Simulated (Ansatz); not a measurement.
Consider Zn$_{3}$InGaO$_{6}$ (space group R3m, No. 160; a = 3.2896 Å, c = 41.3722 Å (hexagonal axes); a cell from a computed database, its experimental status unchecked).

All numbers come from PBEsol (Ansatz, a quantum-chemistry and plane-wave program), without spin-orbit coupling.

Base values:

The valence-band top at Γ is 0.00, 0.00, -0.26 eV and the volume per atom is 11.75 Å³.

Perturbation: cell and atoms relaxed at a pressure of 1.5 GPa.

### Question
What happens to the valence-band top at Γ?

### Answer
The valence-band top at Γ (three highest levels, from the VBM) changes from 0.00, 0.00, -0.26 eV to 0.00, 0.00, -0.27 eV.

### Question
How does this affect the volume per atom?

### Answer
The volume per atom falls by 0.11 Å³ (11.75 Å³ → 11.64 Å³).

The levels and masses belong to the bands next to the band gap. Load acts through the strain it causes; cell and atoms are relaxed under it. Whether these cells are dynamically stable was not tested.
